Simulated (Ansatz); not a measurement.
## InP (model structure, P3m1, No. 156, 20 atoms in the cell)

Method: r²SCAN+rVV10 (PAW; Ansatz, a first-principles code).

Numerical settings: plane-wave cutoff 560 eV, 12×12×1 k mesh (along the axes of the cell as run), Fermi–Dirac smearing 0.01 eV, scalar-relativistic PAW data made under PBE.

Cell (relaxed at this level):

Space group P3m1 (No. 156); a = b = 4.159 Å, c = 34.035 Å, α = β = 90.00°, γ = 120.00°

```tsv
atom	site	symmetry	x	y	z
In	1a	3m.	0.0000	0.0000	0.0003
P	1a	3m.	0.0000	0.0000	0.0752
In	1b	3m.	0.3333	0.6667	0.1002
P	1b	3m.	0.3333	0.6667	0.1751
In	1c	3m.	0.6667	0.3333	0.2001
P	1c	3m.	0.6667	0.3333	0.2750
In	1a	3m.	0.0000	0.0000	0.3000
P	1a	3m.	0.0000	0.0000	0.3749
In	1b	3m.	0.3333	0.6667	0.3999
P	1b	3m.	0.3333	0.6667	0.4747
In	1c	3m.	0.6667	0.3333	0.4997
P	1c	3m.	0.6667	0.3333	0.5746
In	1a	3m.	0.0000	0.0000	0.5998
P	1a	3m.	0.0000	0.0000	0.6748
In	1c	3m.	0.6667	0.3333	0.6999
P	1c	3m.	0.6667	0.3333	0.7750
In	1a	3m.	0.0000	0.0000	0.8001
P	1a	3m.	0.0000	0.0000	0.8751
In	1c	3m.	0.6667	0.3333	0.9003
P	1c	3m.	0.6667	0.3333	0.9753
```

```json
{
  "band_gap": "1.08 eV (on the SCF k mesh)"
}
```

Note: the relaxation could raise the start's symmetry but not lower it, so the cell can be a saddle point.

Spin–orbit coupling is not included.

Computed values are for the static lattice.

Computing time: roughly 17 core-minutes.

A model structure was made by putting elements into a prototype or built by hand; it is no filed structure, need not be a known phase, and can be a saddle point held by its symmetry.
